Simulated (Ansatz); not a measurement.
Troubleshooting Ansatz (a program for electronic structure): a failed run on AlRh (Pm-3m, 2 atoms in the cell). The aim is a self-consistent single point with DFT, PBEsol, plane waves, default PAW files made with PBE.

Cell that was meant: a = 2.9773 Å, b = 2.9773 Å, c = 2.9773 Å, α = 90.00°, β = 90.00°, γ = 90.00°.

Part of the input:

Ansatz 0.2 input:
```yaml
  lattice:
    - [2.97732000, 0.00000000, 0.00000000]
    - [0.00000000, 2.97732000, 0.00000000]
    - [2.97732000, 2.97732000, 0.00000000]
  atoms:
    - { symbol: Al, position: [0.00000000, 0.00000000, 0.00000000] }
    - { symbol: Rh, position: [0.50000000, 0.50000000, 0.50000000] }
kpoints:
  mp_grid: { grid: [8, 8, 8], shift: [0.5, 0.5, 0.5] }
hamiltonian:
```

Output, abridged:

```
Error: invalid value for `crystal.lattice`: the lattice is degenerate (Ω = 0 Å³): its volume is under 1e-10 Å³
```

Q: From the messages shown, name the fault and mend the input.

A: The fault is linearly dependent lattice vectors. Three vectors in one plane span no volume, and the reciprocal lattice does not exist. To fix it, correct the lattice vector. The program stopped before any SCF iteration.

The sound input it was made from differs as follows (other fixes are possible):
```diff
-    - [2.97732000, 2.97732000, 0.00000000]
+    - [0.00000000, 0.00000000, 2.97732000]
```

With that input, the run converged in 6 iterations: free energy E − TS (on the zero of these files) -6865.4741 eV; Fermi level (on the code's own zero) 17.17 eV; pressure -1.07 GPa (DFT, PBEsol, plane waves, default PAW files made with PBE).

On the sound input: the starting cell comes from a database of computed structures (which also holds hypothetical and non-ambient phases and stackings), without a prior relaxation at this level. Spin polarisation is off. Ansatz's pressure includes its estimate of the finite-basis (Pulay) stress.
